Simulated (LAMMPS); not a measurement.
LAMMPS 22 Jul 2025, classical MD, Stillinger-Weber (CdTe.sw): CdTe, 1728 atoms.

* **task**: MD, nve
* **potential**: Stillinger-Weber, CdTe.sw
* **copies of the repeat unit**: 6×6×6
* **shape (slab and sphere leave vacuum in the box)**: bulk
* **neighbor skin**: 2 Å
* **neigh_modify**: every 1 delay 0 check yes
* **newton**: on (default)
* **atom_modify sort (bins of 2 Å where set)**: 1000 (default)
* **comm_style**: brick (default)
* **box**: 38.9 × 38.9 × 38.9 Å
* **start**: generated zinc blende lattice, warmed in an untimed run

All runs start from one configuration, warmed at this fixed volume for 1000 steps under a thermostat at 900 K. The run at the shortest step has a mean temperature of 877 K and a mean pressure of 1.0 GPa.

Each run covers about 2.0 ps at constant energy (mean temperature 877 K at the shortest step); σ is the standard deviation over the printed steps. Each setting ran once; only counts and results are compared.

Steps tried: 0.5 fs, 1 fs, 2 fs, 2.5 fs, 4 fs, 5 fs, 8 fs, 10 fs, 16 fs, 20 fs, 32 fs.

Problem. What is the longest step at which the total energy fluctuates by under 10 % of the kinetic energy's fluctuation?

Solution. 20 fs.

```json
[
 {"time step": "0.5 fs", "σ(E total)/σ(E kinetic)": "3.8e-5", "last minus first total energy (meV/atom)": "under 0.001", "mean temperature (K)": "877"},
 {"time step": "1 fs", "σ(E total)/σ(E kinetic)": "0.00015", "last minus first total energy (meV/atom)": "under 0.001", "mean temperature (K)": "877"},
 {"time step": "2 fs", "σ(E total)/σ(E kinetic)": "0.00060", "last minus first total energy (meV/atom)": "under 0.001", "mean temperature (K)": "877"},
 {"time step": "2.5 fs", "σ(E total)/σ(E kinetic)": "0.00094", "last minus first total energy (meV/atom)": "under 0.001", "mean temperature (K)": "877"},
 {"time step": "4 fs", "σ(E total)/σ(E kinetic)": "0.0024", "last minus first total energy (meV/atom)": "+0.0015", "mean temperature (K)": "877"},
 {"time step": "5 fs", "σ(E total)/σ(E kinetic)": "0.0038", "last minus first total energy (meV/atom)": "+0.0026", "mean temperature (K)": "876"},
 {"time step": "8 fs", "σ(E total)/σ(E kinetic)": "0.0097", "last minus first total energy (meV/atom)": "+0.010", "mean temperature (K)": "874"},
 {"time step": "10 fs", "σ(E total)/σ(E kinetic)": "0.015", "last minus first total energy (meV/atom)": "+0.022", "mean temperature (K)": "872"},
 {"time step": "16 fs", "σ(E total)/σ(E kinetic)": "0.041", "last minus first total energy (meV/atom)": "+0.13", "mean temperature (K)": "864"},
 {"time step": "20 fs", "σ(E total)/σ(E kinetic)": "0.069", "last minus first total energy (meV/atom)": "+0.35", "mean temperature (K)": "857"},
 {"time step": "32 fs", "σ(E total)/σ(E kinetic)": "0.26", "last minus first total energy (meV/atom)": "+2.9", "mean temperature (K)": "825"}
]
```

The bar is a choice.
